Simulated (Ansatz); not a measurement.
The parent structure is MgS in the rock salt structure (space group Fm-3m, No. 225).

```
MgS
1.0
    0.00000     2.61484     2.61484
    2.61484     0.00000     2.61484
    2.61484     2.61484     0.00000
Mg S
1 1
Cartesian
  0.00000   0.00000   0.00000
  2.61484   2.61484   2.61484
```

Calculations: DFT with PBE, PAW potentials and a 420 eV plane-wave cutoff in Ansatz (a program for electronic structure), without spin-orbit coupling.

```
level  lattice parameter a
-----  -------------------
PBE                5.230 Å
```

Measured: lattice parameter a 5.188 Å (static lattice; corrected from measurement; as listed in Tamar Goldzak et al., The Journal of Chemical Physics (2022)).

Computed minus measured — lattice parameter a: PBE +0.8 %.

No phonon test of stability was made.
